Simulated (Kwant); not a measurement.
Device: Aharonov-Bohm ring in a Ge (holes) two-dimensional gas. Effective mass 0.06 mₑ, grid spacing 3.3 nm, hard walls, nominal width 40 nm (13 grid rows, so walls 46.2 nm apart), one parabolic valley, scattering region 240 nm long along x; energies count from the band bottom; Fermi energy 0.00886 eV. Ring of mean radius 50 nm, arms as wide as the leads. Perpendicular field swept from 0 to 1 T, none in the leads; orbital effect alone.

Constants are typed, rounded textbook-type inputs, not results; the design itself was drawn at random and stands for no fabricated device.

Model: effective-mass tight-binding model on a square grid, one spin, coherent transport at 0 K (Kwant). Conductance is in e²/h.

Density of the scattering states that come in from the left lead, at field = 0.75281 T, in bins, relative to the largest site value (x marks bins outside the device):

```
|xxxxxxxxxxxxxxxxx          xxxxxxxxxxxxxxxxx|
|xxxxxxxxxxxxxxx    ....      xxxxxxxxxxxxxxx|
|xxxxxxxxxxxxxx    .:::.   ..  xxxxxxxxxxxxxx|
|xxxxxxxxxxxx       .::.  .::.   xxxxxxxxxxxx|
|xxxxxxxxxxx  .::.   ..   .::.    xxxxxxxxxxx|
|xxxxxxxxxxx .:::.         ..      xxxxxxxxxx|
|xxxxxxxxxx   ....    xx       ... xxxxxxxxxx|
|                   xxxxxx    .:--:          |
|.::   :-:.   .    xxxxxxxx    .:--:..       |
|=*+: .+#*-  :=-. xxxxxxxxxx     .:::..      |
|+@#- :*@#- .*%*:xxxxxxxxxxxx      ..........|
|*@#- :*%*: :#@#:xxxxxxxxxxxx :::..   .......|
|=#*- .=*=. :#@#: xxxxxxxxxx .-++=:    ......|
|.-:.  .:.  :=+-   xxxxxxxx   -+**-.         |
|           ...     xxxxxx    .-==:          |
|xxxxxxxxxx   ..:-:   xx   .:. ... xxxxxxxxxx|
|xxxxxxxxxxx .:+**-       .=+=:.   xxxxxxxxxx|
|xxxxxxxxxxx  :+#*-  :--  .+##-.  xxxxxxxxxxx|
|xxxxxxxxxxxx  :==: :=#*: .=*+:  xxxxxxxxxxxx|
|xxxxxxxxxxxxxx ....-*%#-. ::: xxxxxxxxxxxxxx|
|xxxxxxxxxxxxxxx    :-+=:.    xxxxxxxxxxxxxxx|
|xxxxxxxxxxxxxxxxx    ..    xxxxxxxxxxxxxxxxx|
```
Scale: ten equal steps from 0.000 (start of ' ') to 1.00 (end of '@'), in the order ' .:-=+*#%@'; x runs from -116 to 116, y from -66.2 (bottom) to 66.1 (top).

The conductance there is 0.39 e²/h with 1 open channel(s) in the leads.
